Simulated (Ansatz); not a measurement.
NaSe (P6₃/mmc, No. 194; cell taken from a computed entry)

Computed with PBE0 (Ansatz, a first-principles code, PAW).

Numerical settings: plane-wave cutoff 500 eV, 6×6×2 k mesh (along the axes of the cell as run), gaussian smearing 0.02 eV, scalar-relativistic PAW data made under PBE.

Cell: relaxed with r²SCAN: a = 4.6574 Å, b = 4.6574 Å, c = 10.7620 Å, α = 90.00°, β = 90.00°, γ = 120.00°.

- band gap = 2.09 eV (on the SCF k mesh)

Note: cell and atoms aren't relaxed at this level (largest force component 0.20 eV/Å).

Spin–orbit coupling is not included.

Static lattice: no zero-point or thermal effects.
